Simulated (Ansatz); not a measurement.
# Nb: energy against volume

Nb (bcc, Im-3m, 18.157 Å³/atom and stress up to 0.01 GPa in the relaxed cell, cube axes along x, y and z) under an equal strain ε along all three axes. PBE in Ansatz, a plane-wave DFT program (PAW, default set), 420 eV, 28×28×28 Γ-centred mesh, Fermi-Dirac smearing 0.10 eV.

Here V stands for volume and E for E less E0.

| volume (Å³/atom) | E less E0 (meV/atom) | pressure (GPa) |
|---|---|---|
| 16.5710 | ? | ? |
| 17.0888 | 34.65 | 11.43 |
| 17.3517 | 18.92 | 8.32 |
| 17.6173 | 8.02 | 5.38 |
| 17.8856 | 1.78 | 2.61 |
| 18.1566 | 0.00 | 0.00 |
| 18.4303 | 2.52 | -2.46 |
| 18.7067 | 9.18 | -4.77 |
| 18.9859 | 19.80 | -6.94 |
| 19.2679 | 34.24 | -8.99 |

Fit E of the 9 rows that show it with the third-order Birch-Murnaghan form, a cubic in V^(-2/3). With u = V^(-2/3) - 0.145, the rows have u = 0.005727, 0.004201, 0.002698, 0.001217, -0.000242, -0.001678, -0.003094, -0.004488, -0.005863. Least squares gives E = -0.007 + 217.4·u + 1025956·u² - 1267669·u³. Residuals (row less fit): 0.000, 0.001, -0.003, 0.005, 0.000, -0.003, 0.001, 0.003, -0.001; standard error 0.003 (degrees of freedom: 5). Its minimum lies at u = -0.000106, so V0 = (0.144894)^(-3/2) = 18.13. There d²E/du² = 2053000 and d³E/du³ = -7606000, so B0 = (4/9) × 18.13^(-7/3) × 2053000 × 0.160218 = 169 GPa (the last factor turns the table's units into GPa), and B0' = 4 + (2/3) × 0.144894 × (-7606000)/2053000 = 3.6. B0' rests on the cubic coefficient alone and has a standard error of 0.1 from these residuals.

**Question.** Estimate the missing E (V = 16.5710); what did the run itself give?

**Answer.** u = 0.008851, so E = -0.007 + 217.4 × 0.008851 + 1025956 × 0.008851² - 1267669 × 0.008851³ = 81.412 meV/atom. The calculation gives 81.42 meV/atom, 0.008 meV/atom above the prediction (0.0 % of the range of E in the table). The row lies outside the fitted rows, so this is an extrapolation. The scatter of the fitted rows lies at the last printed digit.

In a metal these values are sensitive to mesh and smearing; energies are taken to zero smearing, stresses follow the free energy. The runs aren't spin-polarised. Other structures, which can take over under pressure, weren't tried. The same form fitted to the pressure column gives B0' = 3.7; series where the two differ by over 0.4 aren't shown. Rows are the converged runs of the series near zero and its far end, less any whose ions stayed unrelaxed beside relaxed ones; series whose fitted rows scatter by over a few per cent of the range, as at a crossing or softening among them, aren't shown in this form.
